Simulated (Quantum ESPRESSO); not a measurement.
A zone-centre phonon calculation of MoSi2 (I4/mmm, 3 atoms in the cell) with Quantum ESPRESSO.

Method of the run: PBE, GBRV 1.5 ultrasoft (PBE) pseudopotentials (plane waves; Quantum ESPRESSO 7.5).

```xyz
3
Lattice="-1.5970 1.5970 3.9054 1.5970 -1.5970 3.9054 1.5970 1.5970 -3.9054" Properties=species:S:1:pos:R:3 pbc="T T T"
Si     0.0000     0.0000     5.1941
Si     0.0000     0.0000     2.6166
Mo     0.0000     0.0000     0.0000
```

Reference input (self-consistent single point, DFT, PBE, plane waves, GBRV 1.5 ultrasoft (PBE) pseudopotentials): ecutwfc = 40 Ry; ecutrho = 320 Ry; occupations = smearing; smearing = gaussian; degauss = 0.0073499 Ry; potentials = {Si: si_pbe_v1.uspp.F.UPF, Mo: mo_pbe_v1.uspp.F.UPF}; K_POINTS = automatic 7 7 7 0 0 0; conv_thr = 1e-10 Ry; mixing_beta = 0.7. This run's input differs from it in these lines:

```diff
@@ -19,3 +19,3 @@
 &ELECTRONS
-  conv_thr = 1.0d-10,
+  conv_thr = 7.3e-09,
   mixing_beta = 0.7,
```

Step 2 (ph.x):

```fortran
phonons at the zone centre
&INPUTPH
  prefix = 'scf',
  outdir = './out',
  tr2_ph = 1.0d-14,
  fildyn = 'dyn.G',
/
0.0 0.0 0.0
```

Step 3 (dynmat.x):

```fortran
&INPUT
  fildyn = 'dyn.G',
  asr = 'simple',
/
```

The program printed (abridged):

Output of step 1:

```
     Self-consistent Calculation

     iteration #  1     ecut=    40.00 Ry     beta= 0.70

     Threshold (ethr) on eigenvalues was too large:
     Diagonalizing with lowered threshold

     total energy              =    -158.62167664 Ry
     estimated scf accuracy    <       0.06344768 Ry

     iteration #  2     ecut=    40.00 Ry     beta= 0.70

     total energy              =    -158.61732321 Ry
     estimated scf accuracy    <       0.09405188 Ry

     iteration #  3     ecut=    40.00 Ry     beta= 0.70

     total energy              =    -158.63926235 Ry
     estimated scf accuracy    <       0.00634905 Ry

   [... 3 blocks of this kind left out ...]

     iteration #  7     ecut=    40.00 Ry     beta= 0.70

     total energy              =    -158.64027123 Ry
     estimated scf accuracy    <       0.00000003 Ry

     iteration #  8     ecut=    40.00 Ry     beta= 0.70
     End of self-consistent calculation

     the Fermi energy is    16.2590 ev

!    total energy              =    -158.64027123 Ry
     estimated scf accuracy    <          4.2E-11 Ry
     smearing contrib. (-TS)   =      -0.00011440 Ry
     internal energy E=F+TS    =    -158.64015683 Ry

     convergence has been achieved in   8 iterations

     Forces acting on atoms (cartesian axes, Ry/au):

     atom    1 type  1   force =     0.00000000    0.00000000    0.00137158
     atom    2 type  1   force =     0.00000000    0.00000000   -0.00137158
     atom    3 type  2   force =     0.00000000    0.00000000    0.00000000

     Total force =     0.001940     Total SCF correction =     0.000003

          total   stress  (Ry/bohr**3)                   (kbar)     P=       45.75
   0.00028882   0.00000000   0.00000000           42.49        0.00        0.00
   0.00000000   0.00028882   0.00000000            0.00       42.49        0.00
  -0.00000000  -0.00000000   0.00035530           -0.00       -0.00       52.27

   JOB DONE.
```

Output of step 2:

```
     Reading xml data from directory:

     ./out/scf.save/

     G-vector sticks info
     --------------------
     sticks:   dense  smooth     PW     G-vecs:    dense   smooth      PW
     Sum        1611     805    257                26075     9213    1693

     Reading collected, re-writing distributed wavefunctions in ./out/

     Number and degeneracy of irreps per q-point
       N         xq(1)         xq(2)         xq(3)   N irreps
       1   0.000000000   0.000000000   0.000000000       6
        1   2   1   1   2   2

     Calculation of q =    0.0000000   0.0000000   0.0000000

     phonons at the zone centre

     bravais-lattice index     =            0
     lattice parameter (alat)  =       8.5253  a.u.
     unit-cell volume          =     268.8534 (a.u.)^3
   [... lines left out ...]

     Mode symmetry, D_4h(4/mmm) point group:

     Atomic displacements:
     There are    6 irreducible representations

     Representation     1      1 modes -  To be done

     Representation     2      2 modes -  To be done

     Representation     3      1 modes -  To be done

     Representation     4      1 modes -  To be done

     Representation     5      2 modes -  To be done

     Representation     6      2 modes -  To be done

     Alpha used in Ewald sum =   2.8000
     Representation #   1 mode #   1

     Self-consistent Calculation

      iter #   1   av.it.:   5.8
      thresh= 1.000E-02 alpha_mix =  0.700 |ddv_scf|^2 =  1.402E-06

      iter #   2   av.it.:  13.2
      thresh= 1.184E-04 alpha_mix =  0.700 |ddv_scf|^2 =  3.186E-06

   [... 4 blocks of this kind left out ...]

      iter #   7   av.it.:  12.8
      thresh= 1.816E-08 alpha_mix =  0.700 |ddv_scf|^2 =  1.536E-16
     End of self-consistent calculation

     Convergence has been achieved

     Representation #   2 modes #   2   3

     Self-consistent Calculation

      iter #   1   av.it.:   5.4
      thresh= 1.000E-02 alpha_mix =  0.700 |ddv_scf|^2 =  2.857E-08

      iter #   2   av.it.:  14.8
      thresh= 1.690E-05 alpha_mix =  0.700 |ddv_scf|^2 =  2.177E-09

   [... 2 blocks of this kind left out ...]

      iter #   5   av.it.:  14.6
      thresh= 3.999E-08 alpha_mix =  0.700 |ddv_scf|^2 =  1.433E-15

     End of self-consistent calculation

     Convergence has been achieved

   [... 3 blocks of this kind left out ...]

     Representation #   6 modes #   8   9

     Self-consistent Calculation

      iter #   1   av.it.:   5.1
      thresh= 1.000E-02 alpha_mix =  0.700 |ddv_scf|^2 =  1.758E-08

      iter #   2   av.it.:  15.6
   [... lines left out ...]
 **************************************************************************

     Mode symmetry, D_4h(4/mmm) point group:

     freq (   1-   1) =          5.9  [cm-1]   --> A_2u X_4' M_4'  I
     freq (   2-   3) =          6.8  [cm-1]   --> E_u  X_5' M_5'  I
     freq (   4-   5) =        279.0  [cm-1]   --> E_u  X_5' M_5'  I
     freq (   6-   6) =        321.9  [cm-1]   --> A_2u X_4' M_4'  I
     freq (   7-   8) =        333.8  [cm-1]   --> E_g  X_5  M_5   R
     freq (   9-   9) =        447.7  [cm-1]   --> A_1g X_1  M_1   R
   JOB DONE.
```

Output of step 3:

```
     diagonalizing the dynamical matrix ...

 q =      0.00000000     0.00000000     0.00000000
 **************************************************************************
     freq (    1) =      -0.000000 [THz] =      -0.000003 [cm-1]
 (  0.135209   0.000000    -0.413005   0.000000     0.380104   0.000000   )
 (  0.135209   0.000000    -0.413005   0.000000     0.380104   0.000000   )
 (  0.135209   0.000000    -0.413005   0.000000     0.380104   0.000000   )
     freq (    2) =       0.000000 [THz] =       0.000002 [cm-1]
 ( -0.545882   0.000000    -0.005762   0.000000     0.187918  -0.000000   )
 ( -0.545882   0.000000    -0.005762   0.000000     0.187918  -0.000000   )
 ( -0.545882   0.000000    -0.005762   0.000000     0.187918  -0.000000   )
     freq (    3) =       0.000000 [THz] =       0.000005 [cm-1]
 (  0.130633   0.000000     0.403394   0.000000     0.391843   0.000000   )
 (  0.130633   0.000000     0.403394   0.000000     0.391843   0.000000   )
 (  0.130633   0.000000     0.403394   0.000000     0.391843   0.000000   )
     freq (    4) =
     Polarizability (A^3 units)
     multiply by 1.000000 for Clausius-Mossotti correction
         0.000000    0.000000    0.000000
         0.000000    0.000000    0.000000
         0.000000    0.000000    0.000000

     IR activities are in (D/A)^2/amu units

# mode   [cm-1]    [THz]      IR
    1     -0.00   -0.0000    0.0000
    2      0.00    0.0000    0.0000
    3      0.00    0.0000    0.0000
   [... 6 lines left out ...]

   JOB DONE.
m-1]
 (  0.707107   0.000000     0.000000   0.000000    -0.000000   0.000000   )
 ( -0.707107   0.000000    -0.000000   0.000000     0.000000   0.000000   )
 ( -0.000000   0.000000    -0.000000   0.000000     0.000000   0.000000   )
     freq (    8) =      10.007973 [THz] =     333.830044 [cm-1]
 (  0.000000  -0.000000    -0.707107   0.000000    -0.000000   0.000000   )
 (  0.000000   0.000000     0.707107  -0.000000     0.000000   0.000000   )
 ( -0.000000   0.000000    -0.000000   0.000000     0.000000   0.000000   )
     freq (    9) =      13.419779 [THz] =     447.635651 [cm-1]
 ( -0.000000   0.000000     0.000000   0.000000    -0.707107   0.000000   )
 (  0.000000  -0.000000    -0.000000   0.000000     0.707107  -0.000000   )
 ( -0.000000   0.000000    -0.000000   0.000000     0.000000   0.000000   )
 **************************************************************************
```

The run converged in 8 iterations. 

Summary of the result:
Free energy E − TS: -2158.4108 eV
Fermi level (on the code's own zero): 16.26 eV
Largest force (vector length): 0.035 eV/Å
Zone-centre frequencies (cm⁻¹; negative means imaginary): 0, 0, 0, 279, 279, 322, 334, 334, 448

The starting cell has typed, rounded lattice constants, without a prior relaxation at this level. Its lattice was rescaled by up to half a per cent. Spin polarisation is off.
